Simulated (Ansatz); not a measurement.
Defect migration in hexagonal WC: C vacancy, neutral cell. The step: a nearby C atom hops onto the vacant site; the atom moves 2.88 Å along (0.00, -0.99, 0.00) of the unit cell; the moving atom starts with neighbours 2 C at 2.84; 4 W at 2.21, 2 W at 2.22 Å and ends with 2 C at 2.84; 4 W at 2.21, 2 W at 2.22 Å. A PBE band in Ansatz (plane-wave PAW, a 3×3×3 k-point mesh shifted by half a step along c, 54 host sites, 42 SCF runs with any check of the saddle's order, static, no finite-size correction) gives a forward barrier of 3.30 eV. The saddle point's order was not checked, and it lies on a symmetry element of the cell, where a band can be held. Forms of the defect that were not tried may lie lower.

Single points at the band's start and saddle point can refine it. Rough cost of one point, in units of the band's mean SCF on the same machine:

| Level | Cost of one point |
|---|---|
| PBE, a 4×4×4 k-point mesh shifted by half a step along c | about 5 |
| r2SCAN at 500 eV, a 3×3×3 k-point mesh shifted by half a step along c | about 2 |

Q: Which of these move the barrier by more than 0.1 eV, and how far does each move it?

A: PBE, a 4×4×4 k-point mesh shifted by half a step along c: -0.02 eV; r2SCAN at 500 eV, a 3×3×3 k-point mesh shifted by half a step along c: +0.35 eV. Each functional is compared with PBE at the same k-points.

Ansatz is a quantum-chemistry and plane-wave program.
